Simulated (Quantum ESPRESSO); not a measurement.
Worked example: self-consistent single point of CaCu₂P₂ (I4/mmm, 5 atoms in the cell) in Quantum ESPRESSO.

Computed with PBEsol, PSlibrary PAW (PBE) pseudopotentials (plane waves; Quantum ESPRESSO).

```yaml
crystal:
  lattice:
    - [2.00325, -2.00325, 4.83650]
    - [2.00325, 2.00325, 4.83650]
    - [-2.00325, -2.00325, 4.83650]
  atoms:
    - { symbol: Ca, position: [0.00000, 0.00000, 0.00000] }
    - { symbol: Cu, position: [0.50000, 0.25000, 0.75000] }
    - { symbol: Cu, position: [0.50000, 0.75000, 0.25000] }
    - { symbol: P, position: [0.00000, 0.61878, 0.61878] }
    - { symbol: P, position: [0.00000, 0.38122, 0.38122] }
```

Reference input (self-consistent single point, DFT, LDA (PZ), plane waves, PSlibrary PAW (LDA) pseudopotentials): ecutwfc = 55 Ry; ecutrho = 330 Ry; occupations = smearing; smearing = gauss; degauss = 0.0073499 Ry; K_POINTS = automatic 9 9 9 0 0 0; conv_thr = 1e-09 Ry; mixing_beta = 0.7. This run's input differs from it in these lines:

```diff
@@ -13,4 +13,4 @@
   ntyp = 3
-  ecutwfc = 55
-  ecutrho = 330
+  ecutwfc = 50
+  ecutrho = 300
   occupations = 'smearing'
@@ -18,2 +18,3 @@
   degauss = 0.0073499
+  input_dft = 'pbesol'
 /
@@ -24,5 +25,5 @@
 ATOMIC_SPECIES
-Ca    40.0780  Ca.pz-spn-kjpaw_psl.1.0.0.UPF
-Cu    63.5460  Cu.pz-dn-kjpaw_psl.1.0.0.UPF
-P     30.9738  P.pz-n-kjpaw_psl.1.0.0.UPF
+Ca    40.0780  Ca.pbe-spn-kjpaw_psl.1.0.0.UPF
+Cu    63.5460  Cu.pbe-dn-kjpaw_psl.1.0.0.UPF
+P     30.9738  P.pbe-n-kjpaw_psl.1.0.0.UPF
 ATOMIC_POSITIONS {crystal}
```

Output (repeated stretches shortened):

```
     Self-consistent Calculation

     iteration #  1     ecut=    50.00 Ry     beta= 0.70

     Threshold (ethr) on eigenvalues was too large:
     Diagonalizing with lowered threshold

     total energy              =    -661.40717346 Ry
     estimated scf accuracy    <       0.36291952 Ry

     iteration #  2     ecut=    50.00 Ry     beta= 0.70

     total energy              =    -661.44064512 Ry
     estimated scf accuracy    <       1.90215309 Ry

     iteration #  3     ecut=    50.00 Ry     beta= 0.70

     total energy              =    -661.62968863 Ry
     estimated scf accuracy    <       0.06244540 Ry

   [... 9 blocks of this kind left out ...]

     iteration # 13     ecut=    50.00 Ry     beta= 0.70
     c_bands:  1 eigenvalues not converged

     total energy              =    -661.66234980 Ry
     estimated scf accuracy    <          1.4E-09 Ry

     iteration # 14     ecut=    50.00 Ry     beta= 0.70
     c_bands:  1 eigenvalues not converged
     End of self-consistent calculation

     the Fermi energy is    11.4682 ev

!    total energy              =    -661.66234980 Ry
     estimated scf accuracy    <          5.4E-11 Ry
     smearing contrib. (-TS)   =      -0.00051755 Ry
     internal energy E=F+TS    =    -661.66183225 Ry

     convergence has been achieved in  14 iterations

     Forces acting on atoms (cartesian axes, Ry/au):

     atom    1 type  1   force =    -0.00000000    0.00000000    0.00000000
     atom    2 type  2   force =    -0.00000000   -0.00000000    0.00000000
     atom    3 type  2   force =     0.00000000    0.00000000   -0.00000000
     atom    4 type  3   force =    -0.00000000    0.00000000    0.00575527
     atom    5 type  3   force =     0.00000000    0.00000000   -0.00575527

     Total force =     0.008139     Total SCF correction =     0.000002

          total   stress  (Ry/bohr**3)                   (kbar)     P=      -30.33
  -0.00022843   0.00000000   0.00000000          -33.60        0.00        0.00
   0.00000000  -0.00022843  -0.00000000            0.00      -33.60       -0.00
   0.00000000  -0.00000000  -0.00016173            0.00       -0.00      -23.79

   JOB DONE.
```

The run converged in 14 iterations. Against the reference run the pressure goes from -6.02 to -3.03 GPa and the largest force goes from 0.260 to 0.148 eV/Å. The full log also holds: “c_bands:  3 eigenvalues not converged”.

The starting cell comes from a database of computed structures (which also holds hypothetical and non-ambient phases and stackings), without a prior relaxation at this level. Spin polarisation is off. With a pressure of about -3 GPa the cell is away from its equilibrium volume at this level. The run gives no clean gap (levels at the Fermi energy touch, overlap or are partly filled at this smearing), which alone does not show that the compound is a metal.

Cost on one core of a shared machine: roughly 2 min.
